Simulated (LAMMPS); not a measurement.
LAMMPS 22 Jul 2025, classical MD, MEAM (library.meam): Si, 10648 atoms.

```json
{
  "task": "MD, nve",
  "potential": "MEAM, library.meam",
  "copies_of_the_repeat_unit": "11×11×11",
  "shape (slab and sphere leave vacuum in the box)": "bulk",
  "steps": "2000",
  "timestep": "1 fs",
  "thermo": "50",
  "newton": "on (default)",
  "atom_modify sort (bins of 2 Å where set)": "1000 (default)",
  "comm_style": "brick (default)",
  "box": "59.7 × 59.7 × 59.7 Å",
  "start": "generated diamond lattice, warmed in an untimed run"
}
```

All runs start from one configuration, warmed at this fixed volume for 1000 steps under a thermostat at 100 K. The run at a skin of 2 Å has a mean temperature of 100 K and a mean pressure of 0.3 GPa.

One run each, on a shared machine, so no times are given.

With neigh_modify every 1 delay 0 check yes, skins of 0.1, 0.3, 0.5, 1, 1.5, 2, 3 Å were run. Further schedules:
- skin 0.3 Å, every 100 delay 0 check no
- skin 0.3 Å, every 20 delay 0 check no
- skin 2 Å, every 10 delay 0 check yes
- skin 0.3 Å, every 1 delay 10 check yes
- skin 1 Å, every 100 delay 0 check no
- skin 2 Å, every 20 delay 0 check no
- skin 0.3 Å, every 10 delay 0 check yes

A schedule rebuilds too seldom if it shows a dangerous build, rebuilds less often than the check at every step does at that skin, or fails.

### Question
Which schedules can miss pairs here, and how do rebuilds depend on the skin?

### Answer
With the check at every step the rebuilds are 295 at 0.1 Å, 84 at 0.3 Å, 28 at 0.5 Å, 0 at 1 Å, 0 at 1.5 Å, 0 at 2 Å, 0 at 3 Å. Too seldom: skin 0.3 Å, every 100 delay 0 check no; skin 0.3 Å, every 10 delay 0 check yes.

```
setting                                 rebuilds  dangerous builds  list entries an atom  change of the total energy (meV/atom)
--------------------------------------  --------  ----------------  --------------------  -------------------------------------
skin 0.1 Å, every 1 delay 0 check yes        295                 —                  16.0                            under 0.001
skin 0.3 Å, every 1 delay 0 check yes         84                 —                  16.0                            under 0.001
skin 0.5 Å, every 1 delay 0 check yes         28                 —                  21.6                            under 0.001
skin 1 Å, every 1 delay 0 check yes            0                 —                  28.0                            under 0.001
skin 1.5 Å, every 1 delay 0 check yes          0                 —                  33.6                            under 0.001
skin 2 Å, every 1 delay 0 check yes            0                 —                  45.7                            under 0.001
skin 3 Å, every 1 delay 0 check yes            0                 —                  71.8                            under 0.001
skin 0.3 Å, every 100 delay 0 check no        20       not counted                  16.0                            under 0.001
skin 0.3 Å, every 20 delay 0 check no        100       not counted                  16.0                            under 0.001
skin 2 Å, every 10 delay 0 check yes           0                 0                  45.7                            under 0.001
skin 0.3 Å, every 1 delay 10 check yes        84                 0                  16.0                            under 0.001
skin 1 Å, every 100 delay 0 check no          20       not counted                  28.0                            under 0.001
skin 2 Å, every 20 delay 0 check no          100       not counted                  45.7                            under 0.001
skin 0.3 Å, every 10 delay 0 check yes        69                 0                  16.0                            under 0.001
```

Where the energy changes as in the checked runs, the late rebuilds cost nothing that shows in this run. List entries are as LAMMPS prints them (Ave neighs/atom).
